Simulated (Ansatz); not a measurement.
Data:

```
CELL_PARAMETERS angstrom
      0.00000     2.03375     2.03375
      2.03375     0.00000     2.03375
      2.03375     2.03375     0.00000
ATOMIC_POSITIONS crystal
  Au 0.00000 0.00000 0.00000
```

The numbers are results of PBEsol, rigid bands (plane waves, PAW, scalar-relativistic; Ansatz, an electronic-structure program), not measurements. Condition of this run: hydrostatic pressure 2 GPa (the target of the relaxation). How the cell was made: cell and atoms relaxed with PBEsol, then loaded as said.

Q: Predict the product ρ₀λ of resistivity and mean free path that follows from the Fermi surface's area.

A: 8.3 ×10⁻¹⁶ Ω·m².

Q: And the Drude plasma energy and the root-mean-square Fermi velocity at 300 K?

A: 9.0 eV; 1.4e6 m/s.

A metal at this level (no band gap); rigid bands, thermally averaged at 300 K, both spins. Spin-orbit coupling is left out, which matters with elements this heavy. τ is one relaxation time for all states; the product of resistivity and mean free path takes one path for all states instead.
